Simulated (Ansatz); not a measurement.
**RuN (model structure, started from the NbAs type, I4₁md, No. 109, 4 atoms in the cell)**

Level of theory: PBEsol in Ansatz (PAW).

Numerical settings: plane-wave cutoff 520 eV, 30×30×30 k mesh, Fermi–Dirac smearing 0.05 eV, no spin polarisation, scalar-relativistic PAW data made under PBE.

Cell (relaxed at this level):

```cif
data_N2Ru2
_chemical_formula_sum 'Ru2 N2'
_space_group_name_H-M_alt 'P 1'
_space_group_IT_number 1
_cell_length_a 5.22028
_cell_length_b 5.22028
_cell_length_c 5.22028
_cell_angle_alpha 148.318
_cell_angle_beta 148.318
_cell_angle_gamma 45.416
loop_
_space_group_symop_operation_xyz
  'x, y, z'
loop_
_atom_site_label
_atom_site_type_symbol
_atom_site_fract_x
_atom_site_fract_y
_atom_site_fract_z
_atom_site_occupancy
Ru1 Ru 0.51092 0.51092 0.00000 1
Ru2 Ru 0.26092 0.76092 0.50000 1
N1 N 0.90508 0.90508 0.00000 1
N2 N 0.65508 0.15508 0.50000 1
```

For RuN (model structure, started from the NbAs type, I4₁md, No. 109, 4 atoms in the cell), the bulk modulus B0 is 247 GPa.

Note: the run has no spin polarisation, so it can have missed a magnetic state; the bulk modulus is −V dP/dV from two relaxed cells at ±2 % in volume; the relaxation could raise the start's symmetry but not lower it, so the cell can be a saddle point.

Computed values are for the static lattice.

A model structure was made by putting elements into a prototype or built by hand; it is no filed structure, need not be a known phase, and can be a saddle point held by its symmetry.

Ansatz is an electronic-structure program.
